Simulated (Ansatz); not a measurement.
## What Hf interstitial (started 2.07 Å from the nearest host atom), symmetric start does to HfO2

The reference is a 12-atom supercell of HfO2 (space group P4_2/nmc, No. 137; a = 3.604 Å, c = 5.264 Å) at its relaxed geometry.

Perturbation: a neutral Hf interstitial (started 2.07 Å from the nearest host atom), symmetric start, atoms relaxed at fixed cell.

Level of theory: Kohn–Sham DFT with the PBE functional, run in Ansatz (a quantum-chemistry and plane-wave program) with PAW and 420 eV plane waves, no spin-orbit coupling. Γ-centred 5×5×5 mesh, Fermi–Dirac width 0.01 eV.

The pressure goes from zero to 22.1 GPa and the largest displacement of a host atom from its site in the perfect cell amounts to 0.30 Å. The final site of the added atom is 8 O at 2.24 Å (cubic).

The magnetic state is the one reached from the starting moments; the real material's order can differ, and small cells can't hold many antiferromagnetic ones. The cell is small, so the values are those of an ordered compound at a high defect concentration; dilute-limit values will differ. A case with no gap was solved on a k-mesh chosen for an insulator, which is coarse for it. The defect started on the symmetric site and kept its symmetry, so it may sit on a saddle. Starting moments died away, wholly or in part, for Hf interstitial (started 2.07 Å from the nearest host atom); another magnetic solution may exist. The defect cell is spin-polarised and ends with 0.0 μB. This is not the structure that HfO2 has at room temperature and ambient pressure.
